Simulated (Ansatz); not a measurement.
# Effect of isotropic strain +0.60 % on ZnO

Base system: ZnO in the wurtzite structure (space group P6_3mc, No. 186; a = 3.187 Å, c = 5.153 Å).

Perturbation: every lattice vector is stretched by 0.60 %; the atoms relax in the strained cell.

Calculations: Ansatz (an electronic-structure program) LDA, spin-orbit coupling left out. Settings: 12×12×7 k-points, 0.05 eV Fermi–Dirac smearing.

```json
[
 {"quantity": "volume per atom", "base": "11.33 Å³", "changed": "11.54 Å³", "shift": "+0.21 Å³"},
 {"quantity": "space group", "base": "P6_3mc (No. 186)", "changed": "P6_3mc (No. 186)", "shift": "–"},
 {"quantity": "energy relative to the base (free energy F)", "base": "0 meV/atom", "changed": "+1.8 meV/atom", "shift": "+1.8 meV/atom"},
 {"quantity": "pressure (mean of the normal stresses, compression positive)", "base": "0.0 kbar", "changed": "-27.8 kbar", "shift": "-27.8 kbar"},
 {"quantity": "band gap", "base": "0.80 eV", "changed": "0.77 eV", "shift": "-0.03 eV"},
 {"quantity": "gap character", "base": "direct at Γ", "changed": "direct at Γ", "shift": "–"},
 {"quantity": "mean gap deformation potential ΔEg/Δln V", "base": "–", "changed": "-1.6 eV", "shift": "–"},
 {"quantity": "width of the top valence band", "base": "1.93 eV", "changed": "1.89 eV", "shift": "-0.04 eV"},
 {"quantity": "electron mass", "base": "0.15 mₑ (at Γ)", "changed": "0.14 mₑ (at Γ)", "shift": "–"},
 {"quantity": "valence-band top at Γ (three highest levels, from the VBM)", "base": "0.00, 0.00, -0.11 eV", "changed": "0.00, 0.00, -0.10 eV", "shift": "–"}
]
```

Effective masses come from finite differences of ±0.01 Å⁻¹. No phonon test of stability was made.
